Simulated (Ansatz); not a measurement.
Worked example: zone-centre phonon calculation of CdPt (P4/mmm, 2 atoms in the cell) in Ansatz (a first-principles code).

Method of the run: LDA (PW92), default PAW files made with PBE (plane waves; Ansatz).

```
CELL_PARAMETERS angstrom
      2.97650     0.00000     0.00000
      0.00000     2.97650     0.00000
      0.00000     0.00000     3.83451
ATOMIC_POSITIONS crystal
  Cd 0.00000 0.00000 0.00000
  Pt 0.50000 0.50000 0.50000
```

Reference input (self-consistent single point, DFT, LDA (PW92), plane waves, default PAW files made with PBE): basis.ecutwfc = 420 eV; kpoints.mp_grid.grid = 11 11 9; hamiltonian.xc = lda; hamiltonian.pseudopotentials = {kind: paw} (the program's default PAW files); scf.occupations.method = fermi_dirac; scf.occupations.width = 0.1 eV. This run's input differs from it in these lines:

```diff
@@ -21,6 +21,6 @@
     width: 0.1
-output:
-  forces: true
-  eigenvalues: true
-  stress: true
+  convergence:
+    dr2_threshold: 1.0e-07 eV
+phonons:
+  method: dfpt
```

Output (repeated stretches shortened):

```
SCF iter   1: F=—  HF=-20363.549566 eV  |F-HF|=—  |Δ(HF+E_count)|=         —  Δρ=1.29e-2  dr2=5.89e-2  ethr=1.77e-3  ⟨swp⟩=5.1  Hψ=15885  notcnv=0
all-band conjugate gradients solve this SCF's bands
preconditioner: auto → Kerker (q_TF=auto, 2.780 Å⁻¹)
SCF iter   2: F=—  HF=-20363.536414 eV  |F-HF|=—  |Δ(HF+E_count)|=   1.32e-2  Δρ=4.60e-3  dr2=7.39e-3  ethr=1.55e-4  ⟨swp⟩=1.1  Hψ=5765  notcnv=0
SCF iter   3: F=—  HF=-20363.534656 eV  |F-HF|=—  |Δ(HF+E_count)|=   1.76e-3  Δρ=1.51e-3  dr2=9.72e-4  ethr=1.95e-5  ⟨swp⟩=2.3  Hψ=6134  notcnv=0
SCF iter   4: F=—  HF=-20363.534333 eV  |F-HF|=—  |Δ(HF+E_count)|=   3.24e-4  Δρ=3.30e-4  dr2=8.14e-5  ethr=2.56e-6  ⟨swp⟩=2.4  Hψ=5989  notcnv=0
SCF iter   5: F=—  HF=-20363.534308 eV  |F-HF|=—  |Δ(HF+E_count)|=   2.49e-5  Δρ=1.02e-4  dr2=5.08e-6  ethr=2.14e-7  ⟨swp⟩=2.6  Hψ=6620  notcnv=0
SCF iter   6: F=—  HF=-20363.534306 eV  |F-HF|=—  |Δ(HF+E_count)|=   1.71e-6  Δρ=4.21e-5  dr2=6.98e-7  ethr=1.34e-8  ⟨swp⟩=2.1  Hψ=6306  notcnv=0
SCF iter   7: F=-20363.534306 eV  HF=-20363.534306 eV  |F-HF|=1.69e-8  |Δ(HF+E_count)|=   1.63e-7  Δρ=1.18e-5  dr2=4.24e-8  ethr=2.63e-10  ⟨swp⟩=8.2  Hψ=26607  notcnv=0
SCF 1 converged in 7 iterations: F = -20363.534306 eV  dr2 = 4.24e-8
DFPT response loops at Γ: preconditioner auto → Kerker (q_TF=auto, 2.780 Å⁻¹) (partly filled bands, converged f_vac=0.000) …
Free energy (F): -20363.534306 eV
Internal energy: -20363.514585 eV  (E = F + TS)
E sigma→0 (E₀):  -20363.524445 eV
Entropy (-TS):   -0.019721 eV (-9.861 meV/atom)
Fermi energy:    18.996415 eV
--- Phonons (Γ-DFPT): 4 representative perturbations + reference, on 180 of 1089 k-points (Σ response iterations 17) ---
  k mesh reduced under 8 symmetry operations, with k and −k counted as one. Each operation leaves every solved displacement unchanged or reverses it
  ASR residual: 1.175e-2 → 0.000e0 eV/Å²; symmetrization residual: 8.767e-7 eV/Å²
  ASR residual per site (eV/Å²): 2.48e-3 1.17e-2
  Γ frequencies (cm⁻¹): 0.00 0.00 0.00 117.06 117.06 159.62
  non-analytic LO–TO correction: not included (Born effective charges unavailable; polar crystals: no LO–TO splitting at Γ)
```

The run converged in 7 iterations. 

Summary of the result:
```
Property                                                                   Value
--------------------------------------------------------  ----------------------
Free energy E − TS (on the zero of these files)                   -20363.5343 eV
Fermi level (on the code's own zero)                                    19.00 eV
Zone-centre frequencies (cm⁻¹; negative means imaginary)  0, 0, 0, 117, 117, 160
```

The starting cell comes from a database of computed structures (which also holds hypothetical and non-ambient phases and stackings), without a prior relaxation at this level. Its lattice was rescaled by up to half a per cent. Spin polarisation is off.

Cost on one core of a shared machine: roughly 60 s.

Keys are those of Ansatz 0.2.
